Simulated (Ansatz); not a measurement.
## PbTe: pressure series

The parent structure is PbTe in the rock salt structure (space group Fm-3m, No. 225).

```yaml
crystal:
  lattice:
    - [0.00000, 3.18980, 3.18980]
    - [3.18980, 0.00000, 3.18980]
    - [3.18980, 3.18980, 0.00000]
  atoms:
    - { symbol: Te, position: [0.50000, 0.50000, 0.50000] }
    - { symbol: Pb, position: [0.00000, 0.00000, 0.00000] }
```

Cell and atoms are relaxed at each pressure.

Method: Kohn–Sham DFT with the LDA functional, run in Ansatz (an electronic-structure program) with PAW and 420 eV plane waves, no SOC.

```tsv
change	shortest interatomic distance	band gap	electron mass
base	3.190 Å	0.57 eV	0.24 mₑ along k, 0.095 mₑ across (at L)
pressure −2 GPa	3.239 Å	0.67 eV	0.26 mₑ along k, 0.097 mₑ across (at L)
pressure −1 GPa	3.213 Å	…	0.25 mₑ along k, 0.096 mₑ across (at L)
pressure 0.9 GPa	3.171 Å	0.53 eV	0.22 mₑ along k, 0.094 mₑ across (at L)
pressure 2.1 GPa	3.148 Å	…	0.21 mₑ along k, 0.094 mₑ across (at L)
pressure 4.5 GPa	…	0.38 eV	0.18 mₑ along k, 0.092 mₑ across (at L)
pressure 9 GPa	3.049 Å	0.21 eV	0.11 mₑ along k, 0.092 mₑ across (at L)
pressure 15 GPa	2.987 Å	zero	–
```

Complete the table.


- pressure −1 GPa, band gap: 0.62 eV
- pressure 2.1 GPa, band gap: 0.48 eV
- pressure 4.5 GPa, shortest interatomic distance: 3.109 Å

With Pb and Te present, leaving out spin-orbit coupling can change the band edges. Load acts through the strain it causes; cell and atoms are relaxed under it. Effective masses come from finite differences of ±0.01 Å⁻¹. Along k means along the line from Γ to the band edge. Stability against distortions was not tested. Competing high-pressure phases were not computed. All final runs are without spin polarisation. The zero or small gap of PbTe under pressure 9 GPa and PbTe under pressure 15 GPa can change with the level of theory.
